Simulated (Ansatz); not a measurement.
The parent structure is TiAl (space group P4/mmm, No. 123; a = 2.824 Å, c = 4.075 Å; relaxed with 0.1 eV smearing). Axes: x, y, z lie along a, b, c of the conventional cell.

Calculations: DFT with PBE, PAW potentials and a 420 eV plane-wave cutoff in Ansatz (a program for electronic structure), no spin-orbit coupling.

Modification: the cell is scaled by 1.0200 in all directions; the atoms relax in the strained cell.

Question: Predict the stress tensor and what it implies for the stiffness.

Answer: Stress of the strained cell less that of the base (GPa, compression positive):
```
   -6.0     0.0     0.0
    0.0    -6.0     0.0
    0.0     0.0    -5.9
```

Then B = −ΔP/(ΔV/V₀) with ΔV/V₀ = 0.0612 gives secant stiffness values (nonlinear terms included at this strain): B (at held cell shape, above the free-shape value) ≈ 98 GPa.

As a check, the harmonic strain energy −½ V₀ Δσ:ε is 18 meV/atom; the computed energy rise is 19 meV/atom.

No phonon test of stability was made. The final runs are not spin-polarised.
